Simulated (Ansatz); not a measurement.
The reference is Hf in the hcp (Mg type) structure (space group P6_3/mmc, No. 194; relaxed with 0.1 eV smearing).

```
Hf
1.0
    3.15810     0.00000     0.00000
   -1.57905     2.73500     0.00000
    0.00000     0.00000     5.00450
Hf
2
Direct
  0.66667   0.33333   0.75000
  0.33333   0.66667   0.25000
```

Cartesian axes are those of the cell as printed.

Calculations: plane-wave PAW DFT at the PBEsol level (Ansatz, a quantum-chemistry and plane-wave program, 420 eV), spin-orbit coupling left out.

One thing is altered: the cell is compressed by 2.50 % along x with no lateral relaxation; the atoms relax in the strained cell.

Task: What happens to the energy relative to the base and stress?

Result: The energy increases by 8.1 meV/atom; the stress (xx, yy, zz, yz, xz, xy; compression positive) amounts to (4.9, 2.0, 1.9, 0.0, 0.0, 0.0) GPa.

No phonon test of stability was made. The final runs are not spin-polarised.
